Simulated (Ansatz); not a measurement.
For cubic perovskite SrVO3, PBE+U in Ansatz (plane waves, PAW) gives:

elastic constant C11: 296 GPa
elastic constant C44: 108 GPa
polycrystal shear modulus: 99.6 GPa

What does r²SCAN (plane waves, PAW; Ansatz, an electronic-structure program) give for the same quantities?


- elastic constant C11: 346 GPa (goes up by 17 %)
- elastic constant C44: 129 GPa (grows by 19 %)
- Voigt–Reuss–Hill shear modulus: 120 GPa (goes up by 20 %)

Changes are worked out from the printed values.

Unless a cell is named, each level is at its own relaxed cell (PBE+U 11.54, r²SCAN 11.22 Å³/atom).

The crystal itself was run without spin with PBE+U, r²SCAN; a magnetic state was not tried in these runs.

Ansatz's density-functional and Hartree–Fock values are scalar-relativistic unless marked +SOC, with PAW data made under PBE.
